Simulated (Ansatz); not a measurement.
Results of BLYP (Ansatz, a program for electronic structure, PAW) for AlB2-type MgB₂.

Run with plane-wave cutoff 520 eV, 18×18×16 k mesh (along the axes of the cell as run), Fermi–Dirac smearing 0.05 eV, scalar-relativistic PAW data made under PBE.

Starting structure:

```
MgB2
1.0
    3.09000     0.00000     0.00000
   -1.54500     2.67602     0.00000
    0.00000     0.00000     3.52000
Mg B
1 2
Direct
  0.00000   0.00000   0.00000
  0.66667   0.33333   0.50000
  0.33333   0.66667   0.50000
```

Question: Into what structure does the relaxation of cell and atoms lead at this level, with the symmetry of the start kept?

Answer: The volume grows by 0.7 %; final space group P6/mmm.
```
MgB2
1.0
    3.08313     0.00000     0.00000
   -1.54157     2.67007     0.00000
    0.00000     0.00000     3.55869
Mg B
1 2
Direct
  0.00000   0.00000   0.00000
  0.66667   0.33333   0.50000
  0.33333   0.66667   0.50000
```
